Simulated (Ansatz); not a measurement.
The reference is GaP in the zinc blende structure (space group F-43m, No. 216; a = 5.4386 Å).

Computed with PBEsol/PAW in Ansatz (a quantum-chemistry and plane-wave program), spin-orbit coupling left out.

Before the change:

* **Density**: 4.16 g/cm³
* **Band gap**: 1.45 eV

Perturbation: a hydrostatic pressure of 22.5 GPa.

Problem. What does the calculation give for the density after the change?

Solution. The density increases by 0.81 g/cm³ (4.16 g/cm³ → 4.97 g/cm³).

Problem. Predict the new band gap.

Solution. The band gap falls by 0.40 eV (1.45 eV → 1.05 eV).

Load acts through the strain it causes; cell and atoms are relaxed under it. No phonon test of stability was made. Tetrahedral semiconductors of this kind turn to denser phases somewhere between about 1 and 50 GPa; those were not computed, so compressed cells here can lie past the real transition.
